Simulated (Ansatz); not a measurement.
## Worked example: self-consistent single point of FeIr3 (Pm-3m, 4 atoms in the cell) in Ansatz

Method of the run: LDA (PW92), default PAW files made with PBE (plane waves; Ansatz, an electronic-structure program).

Input:

Ansatz 0.2 input:
```yaml
crystal:
  lattice:
    - [3.798870, 0.000000, 0.000000]
    - [0.000000, 3.798870, 0.000000]
    - [0.000000, 0.000000, 3.798870]
  atoms:
    - { symbol: Fe, position: [0.000000, 0.000000, 0.000000], spin: 4.0 }
    - { symbol: Ir, position: [0.000000, 0.500000, 0.500000] }
    - { symbol: Ir, position: [0.500000, 0.000000, 0.500000] }
    - { symbol: Ir, position: [0.500000, 0.500000, 0.000000] }
basis:
  ecutwfc: 420.0 eV
kpoints:
  mp_grid: { grid: [9, 9, 9] }
hamiltonian:
  xc: lda
  pseudopotentials: { kind: paw }
magnetization:
  spin_polarized: true
scf:
  occupations: { method: gaussian, width: 0.1 eV }
output:
  forces: true
  eigenvalues: true
  stress: true
```

Output, abridged:

```
WARN ansatz: RAYON_NUM_THREADS=1 ignored (pool sized by the plan → 1); use --threads N
Pseudopotentials: kind: paw
Pseudopotential: Fe, paw, valence charge 16
Pseudopotential: Ir, paw, valence charge 17
Crystal: 4 atoms, lattice volume = 54.823 Å³
Basis set: ecut = 420 eV, 1045 PW (Γ)
Bands: 43, of which v1, the nominal top of the filled ones, is band 34 counted from 1 (33 counted from 0)
Symmetry: 48 space group operations
Space group: Pm-3m (ITA 221), of the structure as read, at distance tolerance 3.8e-5 Å
Magnetic group: BNS 221.92 (UNI 1594), of the structure as read, at distance tolerance 3.8e-5 Å
k-points: 35 of 729
PAW frozen core: Fe, regenerated for the run's functional, and the local potential with it
PAW frozen core: Ir, regenerated for the run's functional, and the local potential with it
Initial density: superposition of atomic densities (chi_scale 0.1, normalization cell)
Starting moments: Σ|m| = 4 μB on 1 of 4 sites
Initial wavefunctions: pseudopotential atomic-orbital guess
Eigensolver: davidson
Functional: x = slater, c = lda
SCF iter   1: F=—  HF=-39410.790685 eV  |F-HF|=—  |Δ(HF+E_count)|=         —  Δρ=8.61e-2 (↑8.61e-2 ↓3.63e-2)  dr2=2.24e0  dr2_m=1.47e0  M=2.781 μB ∫|m|=2.923 μB  β_m=0.30  ethr=3.10e-3  ⟨swp⟩=5.5  Hψ=9603  notcnv=0  defer=15
Mixer restart at iter 1: flushing history
all-band conjugate gradients solve this SCF's bands
preconditioner: auto → Kerker (q_TF=auto, 2.821 Å⁻¹)
spin=Collinear: Kerker preconditioning applied to the charge; magnetization (m = ρ↑ − ρ↓) channel mixes plain (no charge-response kernel on spin).
SCF iter   2: F=—  HF=-39409.881380 eV  |F-HF|=—  |Δ(HF+E_count)|=   9.09e-1  Δρ=3.97e-2 (↑3.97e-2 ↓3.40e-2)  dr2=4.83e-1  dr2_m=5.37e-1  M=2.852 μB ∫|m|=3.013 μB  β_m=0.44  ethr=3.10e-3  ⟨swp⟩=2.0  Hψ=4202  notcnv=0  defer=199
   [... lines left out ...]
SCF iter  23: F=-39410.115002 eV  HF=-39410.115002 eV  |F-HF|=8.46e-8  |Δ(HF+E_count)|=   4.00e-9  Δρ=8.87e-6 (↑8.87e-6 ↓6.17e-6)  dr2=1.33e-7  dr2_m=9.77e-10  M=-0.000 μB ∫|m|=0.000 μB  β_m=1.00  ethr=1.16e-11  ⟨swp⟩=3.0  Hψ=6260  notcnv=0  defer=187
SCF iter  24: F=-39410.115002 eV  HF=-39410.115002 eV  |F-HF|=9.97e-9  |Δ(HF+E_count)|=   4.95e-9  Δρ=3.78e-6 (↑3.78e-6 ↓1.28e-6)  dr2=1.42e-8  dr2_m=8.17e-10  M=-0.000 μB ∫|m|=0.000 μB  β_m=1.00  ethr=1.16e-11  ⟨swp⟩=2.0  Hψ=5075  notcnv=0  defer=187
SCF iter  25: F=-39410.115002 eV  HF=-39410.115002 eV  |F-HF|=1.51e-9  |Δ(HF+E_count)|=  4.51e-10  Δρ=1.59e-6 (↑1.59e-6 ↓2.19e-7)  dr2=1.93e-9  dr2_m=2.75e-10  M=-0.000 μB ∫|m|=0.000 μB  β_m=1.00  ethr=1.16e-11  ⟨swp⟩=1.6  Hψ=4028  notcnv=0  defer=187
SCF iter  26: F=-39410.115002 eV  HF=-39410.115002 eV  |F-HF|=1.86e-9  |Δ(HF+E_count)|=  1.46e-10  Δρ=9.56e-7 (↑7.59e-7 ↓9.56e-7)  dr2=1.93e-9  dr2_m=5.56e-12  M=-0.000 μB ∫|m|=0.000 μB  ethr=2.88e-12  ⟨swp⟩=6.3  Hψ=9875  notcnv=0
SCF 1 converged in 26 iterations: F = -39410.115002 eV  dr2 = 1.93e-9
Crystal: 4 atoms, lattice volume = 54.823 Å³
Starting moments: Σ|m| = 13 μB on 4 of 4 sites
SCF iter   1: F=—  HF=-39407.718814 eV  |F-HF|=—  |Δ(HF+E_count)|=         —  Δρ=1.51e-1 (↑1.51e-1 ↓1.27e-1)  dr2=2.69e0  dr2_m=9.34e0  M=5.153 μB ∫|m|=5.200 μB  β_m=0.30  ethr=3.10e-3  ⟨swp⟩=4.8  Hψ=9685  notcnv=0
preconditioner: auto → Kerker (q_TF=auto, 2.821 Å⁻¹)
spin=Collinear: Kerker preconditioning applied to the charge; magnetization (m = ρ↑ − ρ↓) channel mixes plain (no charge-response kernel on spin).
SCF iter   2: F=—  HF=-39408.675683 eV  |F-HF|=—  |Δ(HF+E_count)|=   9.57e-1  Δρ=1.15e-1 (↑1.15e-1 ↓9.48e-2)  dr2=1.36e0  dr2_m=5.13e0  M=4.746 μB ∫|m|=4.815 μB  β_m=0.30  ethr=3.10e-3  ⟨swp⟩=2.0  Hψ=4275  notcnv=0  defer=157
SCF iter   3: F=—  HF=-39409.216161 eV  |F-HF|=—  |Δ(HF+E_count)|=   5.40e-1  Δρ=8.19e-2 (↑8.19e-2 ↓6.85e-2)  dr2=3.94e-1  dr2_m=2.78e0  M=4.484 μB ∫|m|=4.560 μB  β_m=0.30  ethr=2.02e-3  ⟨swp⟩=2.0  Hψ=3686  notcnv=0  defer=157
SCF iter   4: F=—  HF=-39409.476125 eV  |F-HF|=—  |Δ(HF+E_count)|=   2.60e-1  Δρ=5.61e-2 (↑5.35e-2 ↓5.61e-2)  dr2=7.14e-3  dr2_m=1.50e0  M=4.283 μB ∫|m|=4.368 μB  β_m=0.30  ethr=5.88e-4  ⟨swp⟩=2.3  Hψ=5036  notcnv=0  defer=163
SCF iter   5: F=—  HF=-39409.686912 eV  |F-HF|=—  |Δ(HF+E_count)|=   2.11e-1  Δρ=4.33e-2 (↑4.33e-2 ↓4.29e-2)  dr2=3.91e-2  dr2_m=9.23e-1  M=4.006 μB ∫|m|=4.101 μB  β_m=0.30  ethr=1.07e-5  ⟨swp⟩=2.0  Hψ=5677  notcnv=0  defer=163
SCF iter   6: F=—  HF=-39409.815684 eV  |F-HF|=—  |Δ(HF+E_count)|=   1.29e-1  Δρ=3.43e-2 (↑3.38e-2 ↓3.43e-2)  dr2=1.40e-2  dr2_m=5.79e-1  M=3.757 μB ∫|m|=3.860 μB  β_m=0.30  ethr=1.07e-5  ⟨swp⟩=2.0  Hψ=4692  notcnv=0  defer=163
SCF iter   7: F=—  HF=-39409.898194 eV  |F-HF|=—  |Δ(HF+E_count)|=   8.25e-2  Δρ=2.73e-2 (↑2.73e-2 ↓2.71e-2)  dr2=5.02e-4  dr2_m=3.71e-1  M=3.552 μB ∫|m|=3.663 μB  β_m=0.30  ethr=1.07e-5  ⟨swp⟩=2.3  Hψ=3687  notcnv=0  defer=162
   [... lines left out ...]
spin-set hold released at iteration 9 (site moments contracting)
iter 30 did not close the SCF: its close was put off for a magnetic moment that had not settled (scf_convergence_deferred on its scf_iter line)
iter 31 did not close the SCF: its close was put off for a magnetic moment that had not settled (scf_convergence_deferred on its scf_iter line)
Crystal: 4 atoms, lattice volume = 54.823 Å³
preconditioner: auto → Kerker (q_TF=auto, 2.821 Å⁻¹)
spin=Collinear: Kerker preconditioning applied to the charge; magnetization (m = ρ↑ − ρ↓) channel mixes plain (no charge-response kernel on spin).
WARN: the starting moments were not kept: the SCF closed with an absolute magnetisation of 7.6e-5 μB, where they sum to 4 μB in size (1 site) …
Absolute magnetization: 0.0001 μB (∫|ρ↑−ρ↓|, with the PAW one-centre terms)
Free energy (F): -39410.115002 eV
Fermi energy:    23.204093 eV
   [... lines left out ...]
--- Stress (GPa, compression-positive) ---
      -20.524965       0.000000       0.000000
        0.000000     -20.524965       0.000000
        0.000000       0.000000     -20.524965
  P = ⅓ Tr σ = -20.5250 GPa (-205.250 kbar)
  The stress holds the Pulay correction. Without it, at fixed plane waves, as pw.x and ABINIT print it: P = -20.5931 GPa
--- Band table (eV; the first three rows and the last of 70) ---
  k-point 0 ↑: bands = ["-69.5058", "-69.4300", "-69.4300", "-63.0561", "-29.5213", "-29.5213", "-29.5213", "-26.5606", "-26.5606", "-26.5606", "-26.1730", "-26.1730", "-26.1730", "-25.9778", "-25.9778", "-25.9778", "12.8535", "15.5917", "16.6742", [...]
  k-point 1 ↑: bands = ["-69.5038", "-69.4321", "-69.4300", "-63.0561", "-29.5209", "-29.5209", "-29.5208", "-26.5512", "-26.5512", "-26.5450", "-26.1760", "-26.1760", "-26.1740", "-25.9973", "-25.9853", "-25.9853", "13.0317", "15.7158", "16.7221", [...]
  k-point 2 ↑: bands = ["-69.4980", "-69.4378", "-69.4300", "-63.0561", "-29.5200", "-29.5200", "-29.5195", "-26.5256", "-26.5256", "-26.4993", "-26.1852", "-26.1852", "-26.1764", "-26.0528", "-26.0044", "-26.0044", "13.5457", "16.0589", "16.8332", [...]
  k-point 34 ↓: bands = ["-69.4565", "-69.4542", "-69.4542", "-63.0562", "-29.5257", "-29.5257", "-29.5250", "-26.7772", "-26.4589", "-26.4562", "-26.4562", "-26.0448", "-26.0448", "-25.9798", "-25.9798", "-25.9785", "15.9884", "16.1262", "16.1262", [...]
```

The run converged, with 61 iterations in all over 2 SCF loops.

The starting cell comes from a database of computed structures (which also holds hypothetical and non-ambient phases and stackings), without a prior relaxation at this level. Its lattice was rescaled by up to half a per cent. Spin-orbit coupling is off. The starting moments vanished: the run ended non-magnetic, which need not be the lowest state. The program warned that a starting moment was not kept. With a pressure of about -21 GPa the cell is away from its equilibrium volume at this level. Ansatz's pressure includes its estimate of the finite-basis (Pulay) stress.

Cost on one core of a shared machine: roughly 80 s.
